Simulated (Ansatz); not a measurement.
The reference is MgSe in the rock salt structure (space group Fm-3m, No. 225; a = 5.508 Å).

The values are results of PBE (Ansatz, an electronic-structure program; PAW; 420 eV plane waves; no spin-orbit coupling), not measurements.

Base values:

```
Item                     Value
-------------  ---------------
Gap character  indirect, Γ → X
Band gap               1.77 eV
```

The change: hydrostatic tension (pressure −1 GPa).

Problem. Estimate the effect on the gap character.

Solution. The gap character remains indirect, Γ → X.

Problem. How does this affect the band gap?

Solution. The band gap falls by 0.03 eV (1.77 eV → 1.74 eV).

Load acts through the strain it causes; cell and atoms are relaxed under it. Whether these cells are dynamically stable was not tested.
